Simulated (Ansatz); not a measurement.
# One base run on TiAl₃ (Pm-3m, 4 atoms in the cell) and variants with one or two settings moved

```cif
data_Al3Ti
_chemical_formula_sum 'Ti1 Al3'
_space_group_name_H-M_alt 'P 1'
_space_group_IT_number 1
_cell_length_a 3.95567
_cell_length_b 3.95567
_cell_length_c 3.95567
_cell_angle_alpha 90.000
_cell_angle_beta 90.000
_cell_angle_gamma 90.000
loop_
_space_group_symop_operation_xyz
  'x, y, z'
loop_
_atom_site_label
_atom_site_type_symbol
_atom_site_fract_x
_atom_site_fract_y
_atom_site_fract_z
_atom_site_occupancy
Ti1 Ti 0.00000 0.00000 0.00000 1
Al1 Al 0.50000 0.50000 0.00000 1
Al2 Al 0.00000 0.50000 0.50000 1
Al3 Al 0.50000 0.00000 0.50000 1
```

Base run A: r2SCAN, default PAW files made with PBE (Ansatz, a program for electronic structure), self-consistent single point.

Its settings: kpoints.mp_grid.grid = 11 11 11; hamiltonian.xc = r2scan; hamiltonian.pseudopotentials = {kind: paw} (the program's default PAW files); scf.occupations.method = fermi_dirac; scf.occupations.width = 0.05 eV.

The starting cell comes from a database of computed structures (which also holds hypothetical and non-ambient phases and stackings), without a prior relaxation at this level. Spin polarisation is off. Ansatz's pressure includes its estimate of the finite-basis (Pulay) stress.

A dash stands where there is no value to compare (another energy zero or no entropy term, no result, no spin, no clean gap, or a mesh too coarse for one). 

Run A gave: pressure (GPa) 0.04.

Runs:
- B: hamiltonian.dispersion: default → d3bjatm [r2SCAN-D3BJ-ATM]
- C: hamiltonian.dispersion: default → d4 [r2SCAN-D4]

Q: What does run B change against A?

A: The pressure goes from 0.04 to -1.46 GPa.

Q: What does run C change against A?

A: The pressure goes from 0.04 to -1.03 GPa.

```tsv
run	pressure (GPa)	dispersion energy (eV/atom)
A	0.04	–
B	-1.46	-0.172
C	-1.03	-0.114
```

Left out of this page: 1 run of the series unsound by tests on forces, stress, charge or solver warnings.

Keys are those of Ansatz 0.2.
